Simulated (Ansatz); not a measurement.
SiO2, treated with PBEsol (PAW; Ansatz, an electronic-structure program).

Run with plane-wave cutoff 520 eV, 12×12×8 k mesh (along the axes of the cell as run), Fermi–Dirac smearing 0.03 eV, scalar-relativistic PAW data made under PBE.

Starting structure:

```yaml
crystal:
  lattice:
    - [5.01300, 0.00000, 0.00000]
    - [-2.50650, 4.34139, 0.00000]
    - [0.00000, 0.00000, 5.47000]
  atoms:
    - { symbol: Si, position: [0.50000, 0.00000, 0.00000] }
    - { symbol: Si, position: [0.00000, 0.50000, 0.66667] }
    - { symbol: Si, position: [0.50000, 0.50000, 0.33333] }
    - { symbol: O, position: [0.80300, 0.60600, 0.50000] }
    - { symbol: O, position: [0.39400, 0.19700, 0.16667] }
    - { symbol: O, position: [0.80300, 0.19700, 0.83333] }
    - { symbol: O, position: [0.19700, 0.39400, 0.50000] }
    - { symbol: O, position: [0.60600, 0.80300, 0.16667] }
    - { symbol: O, position: [0.19700, 0.80300, 0.83333] }
```

**Question.** Into what structure does the relaxation of cell and atoms lead at this level, with the symmetry of the start kept?

**Answer.** The volume goes up by 4.4 %; final space group P6_222.
```yaml
crystal:
  lattice:
    - [5.08010, 0.00000, 0.00000]
    - [-2.54005, 4.39950, 0.00000]
    - [0.00000, 0.00000, 5.55939]
  atoms:
    - { symbol: Si, position: [0.50000, 0.00000, 0.00000] }
    - { symbol: Si, position: [0.00000, 0.50000, 0.66667] }
    - { symbol: Si, position: [0.50000, 0.50000, 0.33333] }
    - { symbol: O, position: [0.79225, 0.58449, 0.50000] }
    - { symbol: O, position: [0.41551, 0.20775, 0.16667] }
    - { symbol: O, position: [0.79225, 0.20775, 0.83333] }
    - { symbol: O, position: [0.20775, 0.41551, 0.50000] }
    - { symbol: O, position: [0.58449, 0.79225, 0.16667] }
    - { symbol: O, position: [0.20775, 0.79225, 0.83333] }
```

Note: symmetry holds this phase in the static calculation, where it need not be a minimum; held by symmetry at 0 K, a high-temperature phase can be a saddle point.
